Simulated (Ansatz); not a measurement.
Take Si in the diamond structure (space group Fd-3m, No. 227; a = 5.444 Å) as the base.

Levels (all Ansatz, a program for electronic structure, PAW): r2SCAN (500 eV, spin-orbit coupling left out); HSE06+SOC (420 eV, noncollinear with spin-orbit coupling).

The geometry is relaxed with r2SCAN.

r2SCAN band gap: 0.78 eV
r2SCAN valence-band top at Γ: 0.00, 0.00, 0.00 eV

How does going to HSE06+SOC change the band gap and valence-band top at Γ?

The band gap rises by 0.350 eV (0.78 eV → 1.12 eV); the valence-band top at Γ (three highest Kramers pairs, from the VBM) changes from 0.00, 0.00, 0.00 eV to 0.00, 0.00, -0.05 eV. The threefold valence maximum splits by Δso ≈ 0.05 eV.

Single points use the geometry relaxed with r2SCAN. HSE06 gaps are upper bounds (no full band path). The spin-orbit shifts are approximate. Stability against distortions was not tested.
